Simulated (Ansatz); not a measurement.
A series of runs on LuC₂ (I4/mmm, 3 atoms in the cell)

```
CELL_PARAMETERS angstrom
     -1.78296     1.78296     3.02895
      1.78296    -1.78296     3.02895
      1.78296     1.78296    -3.02895
ATOMIC_POSITIONS crystal
  Lu 0.00000 0.00000 0.00000
  C  0.60794 0.60794 0.00000
  C  0.39206 0.39206 0.00000
```

Base run A: PBEsol, default PAW files made with PBE (Ansatz, a program for electronic structure), self-consistent single point.

Its settings: kpoints.mp_grid.grid = 9 9 9; hamiltonian.xc = pbesol; hamiltonian.pseudopotentials = {kind: paw} (the program's default PAW files); scf.occupations.method = gaussian; scf.occupations.width = 0.02 Ry.

The starting cell comes from a database of computed structures (which also holds hypothetical and non-ambient phases and stackings), without a prior relaxation at this level. In the base run, with a pressure of about -5 GPa the cell is away from its equilibrium volume at this level. Ansatz's pressure includes its estimate of the finite-basis (Pulay) stress.

ΔF is the free energy per atom less that of run A. 

Run A gave: pressure (GPa) -5.06; largest force (eV/Å) 0.031; TS (meV/atom) 9.1; k-points 75.

Runs:
- B: kpoints.mp_grid.grid, scf.occupations.width = 6 6 6, 0.0022 Ry
- C: kpoints.mp_grid.grid, scf.occupations.width = 6 6 6, 0.0073 Ry
- D: kpoints.mp_grid.grid, scf.occupations.width = 6 6 6, 0.022 Ry
- E: kpoints.mp_grid.grid, scf.occupations.width = 7 7 7, 0.0022 Ry
- F: kpoints.mp_grid.grid, scf.occupations.width = 7 7 7, 0.0073 Ry
- G: kpoints.mp_grid.grid, scf.occupations.width = 7 7 7, 0.022 Ry
- H: kpoints.mp_grid.grid, scf.occupations.width = 9 9 9, 0.0022 Ry
- I: kpoints.mp_grid.grid, scf.occupations.width = 9 9 9, 0.0073 Ry
- J: kpoints.mp_grid.grid, scf.occupations.width = 9 9 9, 0.022 Ry
- K: kpoints.mp_grid.grid, scf.occupations.width = 10 10 10, 0.0022 Ry
- L: kpoints.mp_grid.grid, scf.occupations.width = 10 10 10, 0.0073 Ry
- M: kpoints.mp_grid.grid, scf.occupations.width = 10 10 10, 0.022 Ry

Q: What does run F change against A?

A: The free energy rises by 5.0 meV/atom, the pressure stays near -5.06 GPa while the zz stress (positive for compression) goes from -6.08 to -5.51 GPa and the largest force goes from 0.031 to 0.041 eV/Å.

Q: What does run H change against A?

A: The free energy goes up by 4.4 meV/atom, the pressure hardly changes (-5.06 to -5.11 GPa) and the largest force goes from 0.031 to 0.054 eV/Å.

Q: What does run K change against A?

A: The free energy goes up by 4.4 meV/atom, the pressure hardly changes (-5.06 to -5.12 GPa) and the largest force goes from 0.031 to 0.011 eV/Å.

```csv
run,ΔF (meV/atom),pressure (GPa),largest force (eV/Å),TS (meV/atom),k-points
A,0.00,-5.06,0.031,9.1,75
B,12.3,-4.92,0.240,0.3,30
C,11.3,-4.96,0.196,2.2,30
D,3.7,-4.92,0.092,15.3,30
E,5.8,-5.04,0.066,0.2,40
F,5.0,-5.06,0.041,1.4,40
G,0.21,-5.01,0.027,11.0,40
H,4.4,-5.11,0.054,0.1,75
I,3.9,-5.13,0.030,1.1,75
J,-0.95,-5.04,0.030,11.0,75
K,4.4,-5.12,0.011,0.1,102
L,3.8,-5.10,0.005,1.2,102
M,-1.17,-5.02,0.025,10.9,102
```

Keys are those of Ansatz 0.2.
